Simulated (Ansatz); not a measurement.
We consider Sb2TeO2 (model structure, started from the Bi2O2Se type, I4/mmm, No. 139, 5 atoms in the cell), described by LDA in Ansatz (PAW).

Numerical settings: plane-wave cutoff 520 eV, 20×20×20 k mesh, Fermi–Dirac smearing 0.05 eV, scalar-relativistic PAW data made under PBE.

Cell (relaxed at this level):

O2Sb2Te has the tetragonal space group I4/mmm (No. 139), Pearson symbol tI10. Cell: a = 3.827 Å, b = 3.827 Å, c = 12.177 Å, α = 90.00°, β = 90.00°, γ = 90.00°. Sb on 4e is surrounded by 4 O at 2.251 Å and 4 Te at 3.282 Å. O on 4d sees 4 Sb at 2.251 Å (tetrahedral). Te on 2a sees 8 Sb at 3.282 Å (cubic). (Neighbours: up to the widest gap in distance over summed covalent radii, below 1.35, at either atom.)
(The calculation used a cell of 5 atoms; values per cell refer to that cell.)

Question: What does this level give for the bulk modulus B0?

Answer: 
- bulk modulus B0 = 85.7 GPa

The run finds no gap.

Note: the bulk modulus is −V dP/dV from two relaxed cells at ±2 % in volume; the relaxation could raise the start's symmetry but not lower it, so the cell can be a saddle point.

Spin–orbit coupling is not included; it can open a gap where bands touch, and shift volumes and moduli.

Computing time: around 13 core-minutes (rough).

A model structure was made by putting elements into a prototype or built by hand; it is no filed structure, need not be a known phase, and can be a saddle point held by its symmetry.

Ansatz is a quantum-chemistry and plane-wave program.
